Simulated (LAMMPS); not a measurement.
System: Cu (fcc), 256 atoms, at 300 K and 0 GPa, heated as the crystal.

Model: MD with a machine-learned potential, pair style snap, file Cu_Zuo_JPCA2020.quadratic.snap; code LAMMPS.

```json
{
 "state_found": "crystal; no diffusion seen in 15 ps",
 "density": "8.6199 ± 0.0006 g/cm³",
 "volume_per_atom": "12.2417 ± 0.0008 Å³",
 "enthalpy_per_atom": "-4.0216 ± 0.0003 eV",
 "first peak of g(r)": "2.58 Å, height 7.5",
 "coordination_number": "12.0 (counted to 3.10 Å)",
 "most common Cu-Cu-Cu angle": "in the 3° bin centred on 58.5° (mean of all 98°)",
 "mean_frequency_of_the_velocity_spectrum": "4.7 THz",
 "cost": "around 8 core-minutes (rough)"
}
```

Potential: file Cu_Zuo_JPCA2020.quadratic.snap of the LAMMPS distribution; its header cites Y. Zuo, C. Chen, X, Li, Z. Deng, Y. Chen, J. Behler, G. Csányi, A. V. Shapeev, A. P. Thompson, M. A. Wood, S. P. Ong, "Performance and Cost Assessment of Machine Learning Interatomic Potentials" J. Phys. Chem. A 124, 4, 731-745 (2020).

States go by the mean squared displacement: a species diffuses where it passes 1.5 Å², still rises and gives D over 1e-6 cm²/s; a crystal has left its structure where atoms lie 0.35 Å off their sites on average or a cubic box changes its shape by 3 %.

Uncertainties are statistical and leave out the potential's own error.

| angle (°) | probability per degree, Cu-Cu-Cu |
|---|---|
| 49.50 | 0.0000 |
| 52.50 | 0.0012 |
| 55.50 | 0.0152 |
| 58.50 | 0.0457 |
| 61.50 | 0.0423 |
| 64.50 | 0.0145 |
| 67.50 | 0.0022 |
| 70.50 | 0.0001 |
| 73.50 | 0.0000 |
| 76.50 | 0.0000 |
| 79.50 | 0.0002 |
| 82.50 | 0.0023 |
| 85.50 | 0.0096 |
| 88.50 | 0.0188 |
| 91.50 | 0.0181 |
| 94.50 | 0.0089 |
| 97.50 | 0.0023 |
| 100.5 | 0.0003 |
| 103.5 | 0.0000 |
| 106.5 | 0.0001 |
| 109.5 | 0.0008 |
| 112.5 | 0.0058 |
| 115.5 | 0.0201 |
| 118.5 | 0.0359 |
| 121.5 | 0.0342 |
| 124.5 | 0.0182 |
| 127.5 | 0.0053 |
| 130.5 | 0.0009 |
| 133.5 | 0.0001 |
| 136.5 | 0.0000 |
| 139.5 | 0.0000 |
| 142.5 | 0.0000 |
| 145.5 | 0.0000 |
| 148.5 | 0.0000 |
| 151.5 | 0.0000 |
| 154.5 | 0.0000 |
| 157.5 | 0.0000 |
| 160.5 | 0.0000 |
| 163.5 | 0.0000 |
| 166.5 | 0.0004 |
| 169.5 | 0.0022 |
| 172.5 | 0.0077 |
| 175.5 | 0.0129 |
| 178.5 | 0.0071 |
